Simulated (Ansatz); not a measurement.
V_O in monoclinic HfO2: one set of geometries, relaxed with PBE, evaluated in Ansatz (PAW, plane waves to 420 eV, 500 eV under r2SCAN) with PBE, r2SCAN.

Cell and caveats: 96-site cell; 2×2×2 shifted k-points; start: the O(2,4-fold) site; charged states image-corrected; no spin–orbit coupling; energies good to tenths of an eV; flagged in the runs: a doubtful potential alignment, a host whose relaxation on this sampling wasn't shown to rest.

```json
[
 {"quantity": "host gap (eV)", "PBE": "4.04", "r2SCAN": "4.54"},
 {"quantity": "ε(+2/+1) above the VBM (eV)", "PBE": "2.31", "r2SCAN": "2.61"},
 {"quantity": "ε(+1/0) above the VBM (eV)", "PBE": "2.56", "r2SCAN": "2.96"},
 {"quantity": "largest moment on one atom at charge +1 (μB)", "PBE": "0.04", "r2SCAN": "0.04"},
 {"quantity": "neutral formation energy against O2 molecule in a box (eV)", "PBE": "6.19", "r2SCAN": "6.80"}
]
```

PBE narrows the gap by 0.50 eV against r2SCAN, the highest level run, and puts the levels shown 0.35 eV lower above the valence-band maximum on average (from the rounded values).

Ansatz is a quantum-chemistry and plane-wave program.
